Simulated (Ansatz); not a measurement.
Take Ru in the hcp (Mg type) structure (space group P6_3/mmc, No. 194; a = 2.704 Å, c = 4.263 Å; relaxed with 0.1 eV smearing) as the base. Axes: x lies along a and z along c of the hexagonal cell.

Calculations: r2SCAN (Ansatz, a program for electronic structure; PAW; 500 eV plane waves; no spin-orbit coupling).

Strains are applied to the cell and any free atomic positions relax.

One change was made to it. Results:

```csv
quantity,base,after
energy relative to the base (free energy F),0 meV/atom,+4.3 meV/atom
shortest interatomic distance,2.642 Å,2.618 Å
```

### Question
What was done to the base?
A) tensor shear ε_xz = +2.00 %
B) tensor shear ε_xz = +0.57 %
C) tensor shear ε_xz = +0.29 %
D) tensor shear ε_xz = +1.14 %

### Answer
D, tensor shear ε_xz = +1.14 %. For comparison, the energy relative to the base in the other runs: tensor shear ε_xz = +0.57 % gives +1.1 meV/atom; tensor shear ε_xz = +0.29 % gives +0.3 meV/atom; tensor shear ε_xz = +2.00 % gives +13 meV/atom.

Whether these cells are dynamically stable was not tested. The final runs are not spin-polarised.
